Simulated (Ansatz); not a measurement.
Band structure of ZnSnP2 (I-42d, 8 atoms in the cell).

```yaml
crystal:
  lattice:
    - [-2.85255, 2.85255, 5.71992]
    - [2.85255, -2.85255, 5.71992]
    - [2.85255, 2.85255, -5.71992]
  atoms:
    - { symbol: Zn, position: [0.75000, 0.25000, 0.50000] }
    - { symbol: Zn, position: [0.00000, 0.00000, 0.00000] }
    - { symbol: Sn, position: [0.25000, 0.75000, 0.50000] }
    - { symbol: Sn, position: [0.50000, 0.50000, 0.00000] }
    - { symbol: P, position: [0.37500, 0.35362, 0.47862] }
    - { symbol: P, position: [0.64638, 0.12500, 0.02138] }
    - { symbol: P, position: [0.87500, 0.89638, 0.52138] }
    - { symbol: P, position: [0.10362, 0.62500, 0.97862] }
```

Computed with PBE (plane waves, PAW; Ansatz, an electronic-structure program).

Settings: kpoints.mp_grid.grid = 4 4 4; hamiltonian.xc = pbe; hamiltonian.pseudopotentials = {kind: paw} (the program's default PAW files); scf.occupations.method = fixed; kpoints.band_path.npoints = 8.

The starting cell comes from a database of computed structures (which also holds hypothetical and non-ambient phases and stackings), without a prior relaxation at this level. Its lattice was rescaled by a random factor within 2.5 % of one.

### Question
Predict the gap along the standard path and the places of the band edges.

### Answer
The gap along the path is 0.68 eV, direct at Γ to within 0.01 eV.

Levels in eV from the top of the valence band on the path, bands 33 to 40:
| point | 33 | 34 | 35 | 36 | 37 | 38 | 39 | 40 |
|---|---|---|---|---|---|---|---|---|
| Γ | -2.39 | 0.00 | 0.00 | 0.00 | 0.68 | 1.47 | 1.65 | 3.35 |
| X | -1.04 | -1.04 | -0.76 | -0.76 | 1.06 | 1.06 | 2.85 | 2.85 |
| Y | -1.15 | -1.15 | -1.02 | -1.02 | 1.40 | 1.40 | 3.40 | 3.40 |
| S | -2.08 | -1.80 | -1.06 | -0.88 | 1.62 | 2.32 | 2.48 | 3.12 |
| Z | -1.62 | -1.62 | -1.29 | -1.29 | 1.40 | 1.40 | 1.46 | 1.46 |
| S1 | -2.08 | -1.80 | -1.06 | -0.88 | 1.62 | 2.32 | 2.48 | 3.12 |
| N | -2.17 | -1.79 | -1.40 | -0.93 | 2.38 | 2.56 | 2.78 | 3.71 |
| P | -1.04 | -1.04 | -1.00 | -1.00 | 1.60 | 1.60 | 2.69 | 2.69 |
| Y1 | -1.15 | -1.15 | -1.02 | -1.02 | 1.40 | 1.40 | 3.40 | 3.40 |

Keys are those of Ansatz 0.2.
